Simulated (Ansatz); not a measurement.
**Molecular dynamics of Ag, 780 K**

System: Ag (fcc), cell Ag32, started from the crystal [in the run: it stayed crystalline; mean temperature 727 K (target 780 K); density 9.62 g/cm³, volume +9 % from the start crystal's; mean pressure -0.7 GPa against a target of 0].

Calculation: r2SCAN (plane waves, PAW; Ansatz, an electronic-structure program).

```
Property                                                           Result
-----------------  ------------------------------------------------------
number of atoms                                                        32
time step                                   4.0 fs; target pressure 0 GPa
sampled time       5.0 ps (NVE); in preparation the cell's shape was held
plane-wave cutoff                                                  500 eV
k-points                                       one point, (1/4, 1/4, 1/4)
Fermi-Dirac width                                                0.086 eV
spin                                not polarised; no spin-orbit coupling
```

* **mean temperature**: 727 ± 2 K
* **mean pressure**: -0.69 GPa
* **volume per atom**: 18.6 Å³
* **density**: 9.62 g/cm³
* **first peak of g(r)**: 2.93 Å, height 4.1
* **first minimum of g(r)**: near 3.7 Å
* **coordination of Ag (bonds up to Ag-Ag 3.66 Å)**: 12.06 (12-fold 90 %, 13-fold 8 %)
* **Ag-Ag-Ag angle**: mean 97°, spread 35°, most frequent near 58°
* **state**: no diffusion is seen within 5.0 ps, and the crystal keeps its order
* **mean vibrational (phonon) frequency**: 2.9 THz
* **list of vibrational (phonon) peaks (above a quarter of the tallest; of peaks within two resolution widths the taller alone)**: 1.9, 3.0, 4.4 THz (resolution 0.5 THz)

Preparation at the same level, by Langevin dynamics: warm 0.16 ps at 780 K; settle 0.96 ps at 780 K, volume free; hold 0.24 ps at 780 K. The single k-point off the zone centre breaks the cell's symmetry and adds a spurious shear stress. The cell wasn't fully relaxed to the target pressure: the run's mean is -0.7 GPa. A crystal that survives a few picoseconds in a small periodic cell needn't be the stable phase at this temperature. On the run's last frame a denser k-mesh moved the forces by 0.073 eV/Å rms, the static pressure by -0.63 GPa and the free energy by -15 meV/atom, which is about how far such values are converged. Warnings of the run: stress scf threshold loose, symmetry auto disabled.

The cell is small and the run short, so the averages carry size and sampling errors.
